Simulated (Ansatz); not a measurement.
## Ta under a change: Hf on a Ta site, symmetric start

Take a 12-atom supercell of Ta in the bcc (W type) structure (space group Im-3m, No. 229; a = 3.3197 Å) at its relaxed geometry as the base.

It is then changed as follows: a neutral Hf on a Ta site, symmetric start, atoms relaxed at fixed cell.

Method: Ansatz (a quantum-chemistry and plane-wave program) PBE, no spin-orbit coupling, earlier PAW set. Γ-centred 7×7×5 mesh, Fermi–Dirac width 0.05 eV.

```yaml
energy_gained_by_relaxation: 0.04 eV
largest_displacement_of_a_host_atom_from_its_site_in_the_perfect_cell: 0.04 Å
```

Cost of the whole job for the changed cell (relaxation, final SCF and bands): very roughly 8 core-minutes.

In so small a cell the defect repeats every few ångströms: this is an ordered compound, not a dilute defect. The defect started on the symmetric site and kept its symmetry, so it may sit on a saddle. The final runs are not spin-polarised. An odd electron count without spin: HfTa11. The defect cell is not spin-polarised.
